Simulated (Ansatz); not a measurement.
Base system: ZnS in the zinc blende structure (space group F-43m, No. 216; a = 5.357 Å). Axes: x, y, z lie along the cube axes.

Method: plane-wave PAW DFT at the PBEsol level (Ansatz, an electronic-structure program, 420 eV), spin-orbit coupling left out, earlier PAW set.

For the base:

```
Property                             Value
---------------------  -------------------
Valence-band top at Γ  0.00, 0.00, 0.00 eV
Band gap                           2.08 eV
```

It is then changed as follows: the cell is stretched by 0.65 % along z with no lateral relaxation; the atoms relax in the strained cell.

Task: How does this affect the valence-band top at Γ?

Result: The valence-band top at Γ (three highest levels, from the VBM) becomes 0.00, 0.00, -0.02 eV (base: 0.00, 0.00, 0.00 eV).

Task: How does this affect the energy relative to the base?

Result: The energy hardly moves.

Task: What does the calculation give for the stress after the change?

Result: The stress (xx, yy, zz, yz, xz, xy; compression positive) amounts to (-0.42, -0.42, -0.70, 0.00, 0.00, 0.00) GPa.

Task: How does this affect the band gap?

Result: The band gap drops by 0.04 eV to 2.04 eV.

Whether these cells are dynamically stable was not tested.
